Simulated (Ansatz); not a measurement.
WPt3 (I4/mmm), PBEsol, DFPT electron-phonon coupling, linearised Boltzmann equation in Ansatz (a first-principles code). Phonon-limited resistivity 15.1 μΩ·cm at 300 K along y (a = (-1.94, 1.94, 3.99) Å; b = (1.94, -1.94, 3.99) Å; c = (1.94, 1.94, -3.99) Å), 20.4 μΩ·cm at 400 K, current-weighted mean free path 5.8 nm.

**Question.** What temperature coefficient of resistance follows, and how does it compare with 1/T?

**Answer.** (ρ₄₀₀ − ρ₃₀₀)/(100 K × ρ₃₀₀) = 3.51×10⁻³ K⁻¹, against 1/T = 3.33×10⁻³ K⁻¹ for a resistivity proportional to T. It lies higher because phonons are still being populated at 300 K; impurities would add a constant and lower it.

**Question.** Estimate the electronic thermal conductivity at 300 K by the Wiedemann-Franz law (L₀ = 2.44×10⁻⁸ W·Ω/K²).

**Answer.** L₀T/ρ = 2.44×10⁻⁸ × 300/(15.1×10⁻⁸) = 48.5 W/(m·K). Inelastic scattering puts the true Lorenz number somewhat under L₀ near and below the Debye temperature.

**Question.** What is the classical skin depth at 10 GHz (nonmagnetic, μ₀ = 1.257×10⁻⁶ H/m)?

**Answer.** δ = √(ρ/(π f μ₀)) = 1960 nm.

A metal at this level (no band gap). Only scattering by harmonic phonons is included (no impurities, grain boundaries, electron-electron scattering or thermal expansion). Spin-orbit coupling is left out, which matters with elements this heavy. The run warned that the eigensolver left some states short of its tolerance. Halving the electron mesh (20x20x20) moves the resistivity by up to 8 % at 300 K, the mean free path by up to 2 %. Smearing 0.20 eV; phonons on a 5x5x5 q mesh, which this run doesn't test.

Computed structure with no diffraction record at hand here (it may be known, metastable or hypothetical): WPt3 (I4/mmm).
